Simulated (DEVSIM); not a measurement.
Structure: abrupt Si p-n junction, at 300 K.

Layer 1 from the left is Si, thickness (μm) 24.0, Na (cm⁻³) 5.1e16, τn (s) 2.6e-7, τp (s) 2.6e-7. Layer 2 from the left is Si, thickness (μm) 0.270, Nd (cm⁻³) 2e15, τn (s) 2.6e-7, τp (s) 2.6e-7.

Left contact: ohmic. Right contact: ohmic. Voltage is applied to the left contact. Recombination: SRH at mid-gap. Mobility is μmin + (μ − μmin)/(1 + (N/Nref)^α).

This is a model device: material constants are rounded textbook-type values typed into the input, and sizes, dopings and lifetimes were drawn at random. Values at 300 K.

Si: gap (eV) 1.124, affinity (eV) 4.05, permittivity 11.7, Nc (cm⁻³) 2.86e19, Nv (cm⁻³) 3.1e19, μn (cm²/Vs) 1417, μp (cm²/Vs) 470, μn,min 52, μp,min 45, Nref,n 9.7e16, Nref,p 2.2e17, αn 0.68, αp 0.72.

Simulated with DEVSIM: 1D drift-diffusion, Boltzmann statistics, complete ionisation; no tunnelling, impact ionisation, image-force lowering or self-heating.

Problem. What does the simulation give for the potential step across the device at zero bias, the dark forward voltage at 1 A/cm²?

Solution. potential step across the device at zero bias 0.711 V; dark forward voltage at 1 A/cm² 0.455 V.
